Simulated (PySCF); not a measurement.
PySCF 2.14.0, BP86/def2-tzvp, df: Ge(H)2(Br)(Me) ([CH3][GeH2][Br]), 8 atoms. The geometry is a generated start, not checked to be a minimum at this level.

```yaml
task: energy
method: bp86
basis: def2-tzvp
two_electron_scheme: density fitting
mol.max_memory: 3000 MB
mf.max_cycle: 100
mf.conv_tol: 1e-09 (default)
mf.grids.level: 3 (default)
basis_functions: 157
grid_points: 104224
```

```xyz
8

Ge     0.8100    -0.3603     0.0284
C     -1.0753     0.2039     0.0430
Br     2.0859     1.4057    -0.6396
H      1.1245    -1.4613    -0.9570
H      1.3509    -0.7459     1.3879
H     -1.2092     1.0000     0.7734
H     -1.7265    -0.6248     0.3017
H     -1.3603     0.5827    -0.9377
```

With the defaults (mf.DIIS = CDIIS, mf.diis = true, mf.level_shift = 0, mf.init_guess = minao, mf.diis_space = 8) it converges in 12 Fock builds. One run each on 2 threads, 1 BLAS thread, with these changes:
- mf.level_shift = 1 Hartree
- mf.DIIS = EDIIS
- mf.level_shift = 0.1 Hartree
- mf.diis_space = 5
- mf.diis = false
- mf.init_guess = atom
- mf.DIIS = ADIIS
- mf.diis_space = 12
- mf.init_guess = sap

Task: Which of these changes keep the SCF from converging, or lead it to another solution?

Result: No convergence: mf.DIIS = EDIIS; mf.diis = false (the run ends without SCF convergence in 100 cycles). The rest reach the solution of the defaults.

```tsv
setting	Fock builds	end
mf.level_shift = 0.1 Hartree	11	same solution
the defaults	12	same solution
mf.diis_space = 12	12	same solution
mf.diis_space = 5	13	same solution
mf.init_guess = atom	13	same solution
mf.init_guess = sap	17	same solution
mf.DIIS = ADIIS	17	same solution
mf.level_shift = 1 Hartree	32	same solution
mf.DIIS = EDIIS	101	no convergence
mf.diis = false	101	no convergence
```
